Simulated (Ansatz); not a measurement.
What pressure −1 GPa does to hypothetical P6_3/mmc SiSe2

The parent structure is SiSe2 in the 2H-MoS2 type structure (space group P6_3/mmc, No. 194; a = 3.440 Å, c = 11.034 Å; a hypothetical phase, not in the database extracts checked; layered, stacked along the Cartesian z axis).

It is then changed as follows: a negative pressure, −1 GPa.

The values are results of PBEsol-D3(BJ), PAW, 420 eV (Ansatz, a program for electronic structure; scalar-relativistic without spin-orbit coupling), not measurements. Γ-centred 16×16×5 mesh, Fermi–Dirac width 0.05 eV.

```yaml
volume_per_atom: 19.10 Å³ (base 18.85 Å³)
density: 5.39 g/cm³ (base 5.46 g/cm³)
lattice_parameter_a: 3.455 Å (base 3.440 Å)
c/a ratio: 3.210 (base 3.207)
shortest_interatomic_distance: 2.537 Å (base 2.530 Å)
band_gap: zero (base zero)
```

Cost of the whole job for the changed cell (relaxation, final SCF and bands): roughly 110 core-seconds.

Load acts through the strain it causes; cell and atoms are relaxed under it. Whether these cells are dynamically stable was not tested. All final runs are without spin polarisation.
